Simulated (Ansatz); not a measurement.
The starting structures come from a database of crystals and need not be the phases stable at ambient conditions.

By LDA and PBEsol, the system below comes out a metal.

```xyz
1
Lattice="3.1611 0.0000 0.0000 -1.5806 2.7376 0.0000 1.5806 0.9125 2.5811" Properties=species:S:1:pos:R:3 pbc="T T T"
Hf     0.0000     0.0000     0.0000
```

Space group of this cell: Fm-3m, fcc (Cu type). The cell is taken as given; by PBEsol its mean pressure is -3.6 GPa.

The current runs along the normal of the first two printed vectors, the (111) plane. All runs by Ansatz (a quantum-chemistry and plane-wave program), plane waves and PAW, without spin-orbit coupling; the base is PBEsol.

| run | mean pressure (GPa) | G/A, both spins (10¹⁵ S/m²) |
|---|---|---|
| base | -3.6 | 1.26 |
| all lengths scaled by 0.98 | 2.9 | ? |
| all lengths scaled by 1.02 | -8.7 | 1.16 |
| lda in place of pbesol | -7.6 | 1.26 |
| lengths across the current scaled by 0.98, ions clamped | 0.6 | ? |
| lengths across the current scaled by 1.02, ions clamped | -7.1 | 1.16 |
| lengths along the current scaled by 0.97, ions clamped | -0.4 | 1.26 |
| lengths along the current scaled by 1.03, ions clamped | -6.2 | 1.21 |

### Question
Complete the blanks.

### Answer

- all lengths scaled by 0.98, G/A, both spins (10¹⁵ S/m²): 1.34
- lengths across the current scaled by 0.98, ions clamped, G/A, both spins (10¹⁵ S/m²): 1.33
